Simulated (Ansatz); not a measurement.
## Effect of biaxial strain +2.40 %, plane normal [001], relaxed out of plane on CdSe

The reference is CdSe in the wurtzite structure (space group P6_3mc, No. 186; a = 4.2475 Å, c = 6.9410 Å). Axes: x lies along a and z along c of the hexagonal cell.

The change: biaxial strain +2.40 %, plane normal [001], relaxed out of plane (Cartesian); in-plane vectors clamped, the third vector and the atoms free.

Method: LDA/PAW in Ansatz (a quantum-chemistry and plane-wave program), spin-orbit coupling left out. Settings: 9×9×5 k-points, 0.05 eV Fermi–Dirac smearing.

The volume per atom increases by 0.68 Å³, from 27.11 Å³ to 27.79 Å³ and the space group stays P6_3mc (No. 186). The shortest interatomic distance increases by 0.0171 Å (2.600 Å → 2.618 Å) and the band gap falls by 0.08 eV, from 0.46 eV to 0.38 eV. The gap character remains direct at Γ and the width of the top valence band drops by 0.053 eV, from 1.88 eV to 1.82 eV. The electron mass goes from 0.047 mₑ (at Γ) to 0.038 mₑ out of plane, 0.046 mₑ in plane (at Γ) and the valence-band top at Γ (three highest levels, from the VBM) goes from 0.00, 0.00, -0.07 eV to 0.00, -0.09, -0.09 eV. The out-of-plane strain amounts to -2.23 % and the ratio −ε⊥/ε∥ is 0.93.

Final structure (turned so that z lies along the plane normal):

```
CELL_PARAMETERS angstrom
      4.34949     0.00000     0.00000
      2.17474     3.76677     0.00000
      0.00000     0.00000     6.78601
ATOMIC_POSITIONS crystal
  Cd 0.33333 0.33333 0.99514
  Cd 0.66667 0.66667 0.49514
  Se 0.33333 0.33333 0.38086
  Se 0.66667 0.66667 0.88086
```

Cost of the whole job for the changed cell (relaxation, final SCF and bands): around 90 core-seconds (rough).

Masses are band curvatures over ±0.01 Å⁻¹ around the edge. Whether these cells are dynamically stable was not tested.
